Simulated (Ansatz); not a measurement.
Quick settings and what they miss: TiW (Cmmm, 2 atoms in the cell)

Self-consistent single point.

```
TiW
1.0
    1.61126    -2.27944     0.00000
    1.61126     2.27944     0.00000
    0.00000     0.00000     4.51727
Ti W
1 1
Direct
  0.00000   0.00000   0.00000
  0.50000   0.50000   0.50000
```

Level of theory: LDA (PW92), PAW files made with PBE (plane waves; Ansatz, a quantum-chemistry and plane-wave program).

Base settings: basis.ecutwfc = 420 eV; kpoints.mp_grid.grid = 8 8 5; hamiltonian.xc = lda; hamiltonian.pseudopotentials = {kind: paw} (the program's default PAW files); scf.occupations.method = gaussian; scf.occupations.width = 0.1 eV.

Tight run (finer mesh or higher cutoff; not a proven limit): basis.ecutwfc: 420 eV → 590 eV; kpoints.mp_grid.grid: 8 8 5 → 11 11 7; scf.convergence.dr2_threshold: default (1e-07 eV) → 1e-09 eV. It gave Fermi level (on the code's own zero) 16.80 eV; pressure -15.99 GPa.

Quick runs, as changes from the base:
- A: the base itself
- B: basis.ecutwfc: 420 eV → 210 eV; kpoints.mp_grid.grid: 8 8 5 → 8 8 8; kpoints.mp_grid.shift: default → 0.5 0.5 0.5
- C: basis.ecutwfc: 420 eV → 250 eV; kpoints.mp_grid.grid: 8 8 5 → 6 6 6; hamiltonian.xc: lda → pbesol; scf.occupations.width: 0.1 eV → 0.272 eV; scf.convergence.dr2_threshold: default (1e-07 eV) → 0.0001 eV [PBEsol]
- D: basis.ecutwfc: 420 eV → 210 eV; kpoints.mp_grid.grid: 8 8 5 → 2 2 2; hamiltonian.xc: lda → pbesol [PBEsol]
- E: basis.ecutwfc: 420 eV → 250 eV; kpoints.mp_grid.grid: 8 8 5 → 3 3 3; scf.occupations.width: 0.1 eV → 0.272 eV
- F: basis.ecutwfc: 420 eV → 335 eV; kpoints.mp_grid.grid: 8 8 5 → 6 6 6; scf.convergence.dr2_threshold: default (1e-07 eV) → 0.0001 eV

Energies are extrapolated to zero smearing width, which holds to low order in the width alone.

Dashes: energy of C, D, another energy zero.

† marks runs with another functional, U, potentials or spin treatment: their distance from the tight run is not a convergence error alone.

The count of work is k-points × plane waves × bands × iterations; it is no time. 

Pressures in the table are Ansatz's without its Pulay estimate, at a fixed set of plane waves; the tight run's value above holds the estimate.

The starting cell comes from a database of computed structures (which also holds hypothetical and non-ambient phases and stackings), without a prior relaxation at this level. Its lattice was rescaled by a random factor within 2.5 % of one. Spin polarisation is off. In the base run, with a pressure of about -16 GPa the cell is away from its equilibrium volume at this level.

| run | energy less tight (meV/atom) | pressure less tight (GPa) | count of work / tight |
|---|---|---|---|
| A | 8.2 | 0.00 | 0.21 |
| B | 1980.9 | -99.49 | 0.10 |
| C† | – | -20.81 | 0.061 |
| D† | – | -103.07 | 0.0095 |
| E | 357.1 | -26.02 | 0.012 |
| F | 20.2 | -0.06 | 0.11 |

Among the runs at the tight run's level, the energy misses run from 8.2 to 1980.9 meV/atom.

Keys are those of Ansatz 0.2.
